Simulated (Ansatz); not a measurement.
Structure of amorphous Si₃₀B₆O₆₉ (periodic cell):

```xyz
105
Lattice="11.5362 0.0000 0.0000 0.0000 11.5362 0.0000 0.0000 0.0000 11.5362" Properties=species:S:1:pos:R:3 pbc="T T T"
Si    10.0174     4.2407     6.3822
Si     5.7437     2.1204     2.5728
Si     6.0964     8.3704     4.3098
Si     7.7047     5.8308     1.1142
Si     0.2032     8.0548     0.0365
Si     1.0265     3.3681     1.2974
Si     8.9694     7.0657     7.1010
Si     8.2458     3.6278     2.7253
Si     3.3879     0.2558    10.0300
Si     8.5112     0.9844    10.9618
Si     6.3401    10.8090     9.4214
Si     9.9290     6.5146     9.7258
Si     3.9514     9.4949     5.8682
Si     7.3310     3.1941     7.3010
Si     5.5488     0.5653     6.8451
Si    10.9374     3.1793     3.6458
Si     0.5483     0.7936     2.8092
Si     4.2534     7.0607    10.4723
Si     0.8796    10.0025     9.4043
Si     8.1872     4.0475    10.1354
Si     5.0374     6.1358     2.7788
Si     2.8613    10.3665     2.9441
Si     2.3083     7.6627     7.9415
Si     1.4005     4.5371     7.8619
Si     7.1530     7.7552     9.4059
Si     9.3699     8.3168     1.9642
Si     6.9229    11.3656     4.0082
Si     9.1792    11.3492     2.1734
Si    11.2882     3.5720    10.0436
Si     6.1141     4.1004     4.7143
B      8.7448     7.8931     4.6500
B      3.8042     0.9437     1.2319
B      2.8530     8.3806     0.7826
B     10.8609     0.7657     9.4643
B      3.3179     2.2048     7.8400
B      3.2735     5.1768     0.7967
O      4.0587     8.1915     0.1380
O      6.3790     0.4223     5.3899
O      7.6532     4.1389     4.1470
O      4.8257    11.0479     9.9628
O      5.1476     7.7116     3.1444
O      3.2210     0.8077     0.0084
O      9.2951     8.1109     5.9020
O      2.3367     4.1629     0.7876
O      9.5406     8.0771     3.5667
O      1.0916     8.6792     8.4497
O     10.7706     0.0970     2.1757
O      2.6605     9.1661     1.8677
O     10.5426     4.1397     4.8575
O      0.3366     4.0477     2.6142
O      0.0782    11.3336     8.8277
O      1.2684     1.7813     1.6806
O      4.5253     2.1029     1.4898
O      3.4095     9.7456     4.3254
O     11.1510     6.7811    10.7098
O     11.4420     4.2531     7.1978
O      7.3981     4.0538     8.7421
O      8.5171     0.7418     1.0131
O      3.6516     5.7115     2.0225
O      8.2678     7.3478     1.2411
O      3.0545     1.5161     9.0330
O      5.2259     5.3773     4.2176
O     10.8776     8.1002     1.3948
O      6.3434     4.0864     6.3181
O      9.8265     4.7063     9.8240
O      9.8518     0.3561    10.2776
O      7.0136     2.9330     1.9148
O      8.5236     7.1856    10.1730
O      2.5312     3.3844     7.5516
O      6.3160    10.9639     7.8364
O      0.9771     4.4411     9.4655
O      2.3296    10.5691     9.8307
O      3.3803     7.4538     9.1599
O     11.1111     2.1409     9.2883
O     10.1905     7.0338     8.2221
O      4.2436    10.9248     6.5313
O      4.2991     1.7868     7.0052
O      1.8253     6.1107     7.5531
O      7.2210     0.3570    10.2594
O      3.7339    11.5263     2.2168
O      6.6992     1.7599     7.5009
O      5.8214     6.9995     9.9766
O      8.5334     0.0248     3.6686
O      1.7594     7.6777     0.2846
O      5.2984     8.5552     5.7009
O      8.9421     3.0863     6.8376
O      7.5517     5.0679    11.1957
O      8.8945     9.8271     1.6632
O      9.5484     2.6853     2.9222
O      6.1974     0.5951     2.7801
O      8.7935     4.9234     1.9092
O      8.5487     2.6098    10.7247
O      5.3626     2.8197     4.0054
O     11.4281     3.4094     0.0980
O      0.1685     1.7943     4.0591
O      2.9342     8.4752     6.6777
O      6.9738     9.3256     9.7417
O      3.7991     5.6163    11.1291
O      7.4384     7.4552     4.5394
O      0.0705     9.4439    10.7286
O      6.6197     9.7947     3.7645
O      6.2203     5.7457     1.7327
O      1.4585    11.1070     3.3134
O      7.5384     7.4043     7.8400
O      9.0846     5.5770     6.4802
```

Method: PBE, scalar-relativistic without spin-orbit coupling (plane waves to 420 eV, PAW; Ansatz, a quantum-chemistry and plane-wave program).

Preparation: random packing, a CHGNet melt and quench, and a DFT relaxation. O atoms were pushed apart under 1.9 Å during the dynamics, to hinder bonds among them. The hot cell started wider than the set density and was brought back towards it in steps. It is the lowest in DFT energy of 4 quenches. It is a model cell: composition and starting density were chosen by hand, and all elements were melted together. No dispersion term was used. Its density started from a set value of 2.25 and ended at 2.18 g/cm³. The quench (nominally 180 K/ps over its main leg) was far faster than any real one, so the model tends to hold more defects than a real film. One small periodic cell is one sample of the glass; other quenches scatter about these values. The volume was free in the relaxation, at fixed shape. Stress components on the final sampling reach 1.3 GPa.

Bonds are counted up to Si-Si 2.60 Å, Si-B 2.28 Å, Si-O 2.00 Å, B-B 1.97 Å, B-O 1.64 Å, O-O 1.58 Å. Two cations that share two anions don't count as bonded, nor two that share one unless they lie closer than Si-Si 2.38 Å, Si-B 2.09 Å, B-B 1.80 Å.

**Question.** Give the coordination numbers, mean bond lengths and angles.

**Answer.** 
The mean coordination of Si by anions comes out as 4.03 (29 with 4, 1 with 5) and the mean coordination of B by anions is 3.00 (6 with 3). The mean coordination of O is 2.01 (68 with 2, 1 with 3), the mean Si-O bond is 1.640 Å (spread 0.042 Å, 121 counted) and the mean B-O bond is 1.382 Å (spread 0.022 Å, 18 counted). The bond angle at Si is mean 109.3°, spread 7.5°, the bond angle at B is mean 120.0°, spread 2.3° and the bond angle at O comes out as mean 139.4°, spread 13.6°.

**Question.** Which atoms depart from the most common coordination of their element?

**Answer.** Si15 has 5 (O38 1.68 Å, O70 1.69 Å, O77 1.75 Å, O81 1.78 Å, O76 1.79 Å); O65 has 3 (Si20 1.79 Å, Si12 1.81 Å, Si29 1.86 Å).

**Question.** List the pairs of like atoms that count as bonded by the rules above.

**Answer.** There are none by these rules.
